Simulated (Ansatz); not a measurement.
Base system: WSi$_{2}$ (space group I4/mmm, No. 139; a = 3.202 Å, c = 7.818 Å; relaxed with 0.1 eV smearing). Axes: x, y, z lie along a, b, c of the conventional cell.

Level of theory: PBEsol (Ansatz, a first-principles code, PAW, scalar-relativistic without spin-orbit coupling).

Now apply this change: uniaxial strain ε_zz = +3.00 %, all other strain components held at zero, atoms relaxed at fixed cell.

What does the calculation give for the stress and energy relative to the base after the change?

The stress (xx, yy, zz, yz, xz, xy; compression positive) amounts to (-2.8, -2.8, -14.3, 0.0, 0.0, 0.0) GPa; the energy rises by 19 meV/atom.

Whether these cells are dynamically stable was not tested. All final runs are without spin polarisation.
